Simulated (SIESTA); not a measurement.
Worked example: self-consistent single point of CaCd2As2 (P-3m1, 5 atoms in the cell) in SIESTA.

Level of theory: LDA PW92, numerical atomic orbitals DZP, PseudoDojo LDA standard norm-conserving potentials (rewritten from UPF to PSML) run with SIESTA 5.4.2.

The change in words: lattice scaled by 0.98. Reference geometry:
```yaml
crystal:
  lattice:
    - [4.41388, 0.00000, 0.00000]
    - [-2.20694, 3.82253, 0.00000]
    - [0.00000, 0.00000, 7.20606]
  atoms:
    - { symbol: Ca, position: [0.00000, 0.00000, 0.00000] }
    - { symbol: Cd, position: [0.33333, 0.66667, 0.63325] }
    - { symbol: Cd, position: [0.66667, 0.33333, 0.36675] }
    - { symbol: As, position: [0.33333, 0.66667, 0.23766] }
    - { symbol: As, position: [0.66667, 0.33333, 0.76234] }
```

Reference input (self-consistent single point, DFT, LDA PW92, numerical atomic orbitals DZP, PseudoDojo LDA standard norm-conserving potentials (rewritten from UPF to PSML)): XC.functional = LDA; XC.authors = PW92; potentials = PseudoDojo LDA standard; PAO.BasisSize = DZP; PAO.EnergyShift = 0.01 Ry; MeshCutoff = 300 Ry; kgrid.MonkhorstPack = 7 7 4; OccupationFunction = FD; ElectronicTemperature = 50 meV; MaxSCFIterations = 150; SCF.Mixer.Method = Pulay; SCF.Mixer.Weight = 0.25. This run's input differs from it in these lines:

```diff
@@ -13,5 +13,5 @@
 %block LatticeVectors
-     4.413880000    0.000000000    0.000000000
-    -2.206940000    3.822532000    0.000000000
-     0.000000000    0.000000000    7.206060000
+     4.325602000    0.000000000    0.000000000
+    -2.162801000    3.746081000    0.000000000
+     0.000000000    0.000000000    7.061939000
 %endblock LatticeVectors
```

Output, abridged:

```
        iscf     Eharris(eV)        E_KS(eV)     FreeEng(eV)     dDmax    Ef(eV) dHmax(eV)
   scf:    1   -16315.928346   -16345.224220   -16345.224332  1.494610 -3.150634 16.168107
   scf:    2   -16359.019991   -16354.425679   -16354.425826  0.262327 -3.200997  3.629815
   scf:    3   -16355.427338   -16355.008766   -16355.008928  0.097308 -3.207901  1.449753
   scf:    4   -16355.119605   -16355.082736   -16355.082918  0.046208 -3.231955  0.470458
   scf:    5   -16355.088948   -16355.086483   -16355.086688  0.022517 -3.267938  0.042957
   [... 2 lines left out ...]
   scf:    8   -16355.086745   -16355.086626   -16355.086837  0.001596 -3.266573  0.009679
   scf:    9   -16355.086628   -16355.086627   -16355.086838  0.000069 -3.266521  0.007659
   scf:   10   -16355.086629   -16355.086628   -16355.086840  0.000245 -3.266300  0.000174
   scf:   11   -16355.086628   -16355.086628   -16355.086840  0.000004 -3.266304  0.000193
SCF Convergence by DM+H criterion
max |DM_out - DM_in|         :     0.0000041314
max |H_out - H_in|      (eV) :     0.0001931454
SCF cycle converged after 11 iterations

Using DM_out to compute the final energy and forces

siesta: E_KS(eV) =           -16355.0866

siesta: E_KS - E_eggbox =    -16355.0866

siesta: Atomic forces (eV/Ang):
     1    0.000000   -0.000000   -0.000000
     2    0.000026   -0.000015   -0.192629
     3   -0.000026    0.000015    0.192629
     4    0.000029   -0.000018    0.122841
     5   -0.000029    0.000018   -0.122841
   Tot   -0.000000    0.000000   -0.000000
   Max    0.192629
   Res    0.083423    sqrt( Sum f_i^2 / 3N )
   Max    0.192629    constrained

Stress tensor Voigt[x,y,z,yz,xz,xy] (kbar):       -9.52       -9.52      -17.15       -0.00        0.00       -0.00
   [... lines left out ...]
siesta: FreeEng =    -16355.086840
siesta: Cell volume =        114.432051 Ang**3
siesta:          12.06294447         15.87987050  kBar
   [... lines left out ...]
              2.003   2.004   2.002   2.004   2.003   0.076   0.059   0.069

              0.059   0.076

mulliken: Qtot =       80.000

Mulliken Atomic Populations:
Atom #   charge [q] valence [e]  Species
     1     0.536021    9.463979  Ca
     2     0.359477   19.640523  Cd
     3     0.359477   19.640523  Cd
     4    -0.627488   15.627488  As
     5    -0.627488   15.627488  As
 Total     0.000000
```

The run converged in 11 iterations. Against the reference run the free energy drops by 10.4 meV/atom, the pressure goes from -3.16 to 1.21 GPa, the largest force goes from 0.281 to 0.193 eV/Å and the gap on the mesh goes from 0.141 to 0.348 eV.

The starting cell comes from a database of computed structures (which also holds hypothetical and non-ambient phases and stackings), without a prior relaxation at this level. For this run, on top of that: lattice scaled by 0.98. Values carry the incompleteness of an atom-centred basis. The basis of the alkali or alkaline-earth atoms may lack their empty d shell, which can raise the gap.
